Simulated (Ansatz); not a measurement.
Candidates (primitive cells; geometry: cell and atoms relaxed with PBEsol):
A. La$_{2}$O$_{3}$ (P-3m1), a = b = 3.9061 Å, c = 6.0402 Å, α = β = 90.00°, γ = 120.00°
B. SiC (F-43m), a = 3.0807 Å, b = 3.0807 Å, c = 3.0807 Å, α = 60.00°, β = 60.00°, γ = 60.00°
C. BP (F-43m), a = b = c = 3.1963 Å, α = β = γ = 60.00°

### Question
Order them by Seebeck coefficient, p-type 1e19 cm⁻³ (lowest first) at the level r2SCAN, rigid bands (Ansatz, a first-principles code).

### Answer
C (319 μV/K), B (437 μV/K), A (556 μV/K)

Seebeck coefficients are for the stated density at 300 K, with one relaxation time for all states and whether or not that doping can be reached. Spin-orbit coupling is left out.
